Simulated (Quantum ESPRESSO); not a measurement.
Input and output of a self-consistent single point for VCu3O4 (P1, 8 atoms in the cell) (Quantum ESPRESSO).

Method of the run: LDA (PZ), GBRV 1.5 ultrasoft (LDA) pseudopotentials (plane waves; Quantum ESPRESSO).

The change in words: atoms moved at random. Reference geometry:
```
VCu3O4
1.0
    2.31236    -2.31236     4.55176
    2.31236     2.31236     4.55176
   -2.31236    -2.31236     4.55176
V Cu O
1 3 4
Cartesian
  0.00000   0.00000   0.00000
  0.00000   2.31236   2.27588
 -2.31236   0.00000   2.27588
  0.00000   0.00000   4.55176
  1.26690   1.26690   3.50968
 -1.04547   1.04547   1.04208
 -1.26690  -1.26690   3.50968
 -1.26690   1.26690   5.59384
```

Reference input (self-consistent single point, DFT, LDA (PZ), plane waves, GBRV 1.5 ultrasoft (LDA) pseudopotentials): ecutwfc = 50 Ry; ecutrho = 400 Ry; occupations = smearing; smearing = gaussian; degauss = 0.0099958 Ry; potentials = {V: v_lda_v1.4.uspp.F.UPF, Cu: cu_lda_v1.2.uspp.F.UPF, O: o_lda_v1.2.uspp.F.UPF}; K_POINTS = automatic 5 5 5 0 0 0; conv_thr = 1e-11 Ry; mixing_beta = 0.3. This run's input differs from it in these lines:

```diff
@@ -9,5 +9,3 @@
 &system
-    ibrav = 7
-    A = 4.62472600
-    C = 9.10352400
+    ibrav = 0
     nat = 8
@@ -29,12 +27,16 @@
 ATOMIC_POSITIONS crystal
-V     0.00000000    0.00000000    0.00000000
-Cu   -0.50000000    0.75000000    0.25000000
-Cu   -0.50000000    0.25000000    0.75000000
-Cu    0.00000000    0.50000000    0.50000000
-O     0.00000000    0.65947000    0.11159000
-O    -0.45212000    0.34053000    0.34053000
-O     0.00000000    0.11159000    0.65947000
-O    -0.54788000    0.88841000    0.88841000
+V     0.00018200    0.00924900    0.00585500
+Cu    0.25917700    0.73707500    0.49795000
+Cu    0.73181800    0.24389900    0.47885500
+Cu    0.50266500    0.51120200    0.02364800
+O     0.09655500    0.64802300   -0.01990900
+O     0.33568800    0.34838800    0.45215500
+O     0.67218800    0.11771700    0.00947600
+O     0.90172600    0.88444700    0.55197000
 K_POINTS automatic
 5 5 5  0 0 0
+CELL_PARAMETERS angstrom
+  -2.31236300     2.31236300     4.55176200
+   2.31236300    -2.31236300     4.55176200
+   2.31236300     2.31236300    -4.55176200
```

Output, abridged:

```
     Self-consistent Calculation

     iteration #  1     ecut=    50.00 Ry     beta= 0.30

     negative rho (up, down):  8.202E-04 0.000E+00

     total energy              =   -1484.03278117 Ry
     estimated scf accuracy    <       3.85299692 Ry

     iteration #  2     ecut=    50.00 Ry     beta= 0.30

     negative rho (up, down):  4.150E-04 0.000E+00

     total energy              =   -1482.17502037 Ry
     estimated scf accuracy    <      29.69939388 Ry

     iteration #  3     ecut=    50.00 Ry     beta= 0.30

     negative rho (up, down):  4.711E-04 0.000E+00

     total energy              =   -1485.05095637 Ry
     estimated scf accuracy    <       1.54028292 Ry

   [... 17 blocks of this kind left out ...]

     iteration # 21     ecut=    50.00 Ry     beta= 0.30

     negative rho (up, down):  6.729E-04 0.000E+00

     total energy              =   -1484.95671991 Ry
     estimated scf accuracy    <          1.2E-11 Ry

     iteration # 22     ecut=    50.00 Ry     beta= 0.30

     negative rho (up, down):  6.729E-04 0.000E+00
     End of self-consistent calculation

     the Fermi energy is     9.4697 ev

!    total energy              =   -1484.95671991 Ry
     estimated scf accuracy    <          3.1E-12 Ry
     smearing contrib. (-TS)   =      -0.00013328 Ry
     internal energy E=F+TS    =   -1484.95658662 Ry

     convergence has been achieved in  22 iterations

     negative rho (up, down):  6.729E-04 0.000E+00

     Forces acting on atoms (cartesian axes, Ry/au):

     atom    1 type  1   force =    -0.05520891    0.02167077    0.00721542
     atom    2 type  2   force =     0.00281937   -0.00738583    0.00912217
     atom    3 type  2   force =     0.00153697    0.00299385   -0.00354525
     atom    4 type  2   force =     0.00584556   -0.00243993   -0.00281955
     atom    5 type  3   force =     0.03581125   -0.01187571    0.03110967
   [... lines left out ...]
     Total force =     0.092681     Total SCF correction =     0.000003
   [... lines left out ...]

     negative rho (up, down):  6.729E-04 0.000E+00
          total   stress  (Ry/bohr**3)                   (kbar)     P=     -155.83
  -0.00109184  -0.00002835  -0.00004841         -160.62       -4.17       -7.12
  -0.00002835  -0.00103698   0.00010411           -4.17     -152.54       15.31
  -0.00004841   0.00010411  -0.00104904           -7.12       15.31     -154.32

   JOB DONE.
```

The run converged in 22 iterations. Against the reference run the free energy goes up by 8.7 meV/atom, the pressure goes from -16.38 to -15.58 GPa and the largest force goes from 0.763 to 1.536 eV/Å.

The starting cell comes from a database of computed structures (which also holds hypothetical and non-ambient phases and stackings), without a prior relaxation at this level. Its lattice was rescaled by a random factor within 2.5 % of one. For this run, on top of that: atoms moved at random. Spin polarisation is off, so a magnetic state, if there is one, cannot be reached. With a pressure of about -16 GPa the cell is away from its equilibrium volume at this level. Forces in this geometry exceed 1 eV/Å.

Cost on one core of a shared machine: roughly 6 min.
